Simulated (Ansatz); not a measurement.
Take MgO in the rock salt structure (space group Fm-3m, No. 225; a = 4.254 Å) as the base.

All numbers come from PBE/PAW in Ansatz (a first-principles code), no SOC.

Strains are applied to the cell and any free atomic positions relax.

One change was made to it. Results:

The band gap grows by 0.14 eV, from 4.46 eV to 4.60 eV; the electron mass is still 0.34 mₑ (at Γ); the pressure rises by 2.31 GPa to 2.32 GPa; the width of the top valence band grows by 0.03 eV, from 1.71 eV to 1.74 eV; the energy goes up by 1.1 meV/atom.

### Question
Which of these changes matches the shifts?
A. isotropic strain +2.50 %
B. isotropic strain −1.00 %
C. isotropic strain −3.00 %
D. isotropic strain −0.50 %
E. isotropic strain +2.00 %

### Answer
D, isotropic strain −0.50 %. For comparison, the band gap in the other runs: isotropic strain −1.00 % gives 4.75 eV; isotropic strain +2.00 % gives 3.93 eV; isotropic strain −3.00 % gives 5.37 eV; isotropic strain +2.50 % gives 3.80 eV.

Effective masses come from finite differences of ±0.01 Å⁻¹. Whether these cells are dynamically stable was not tested.
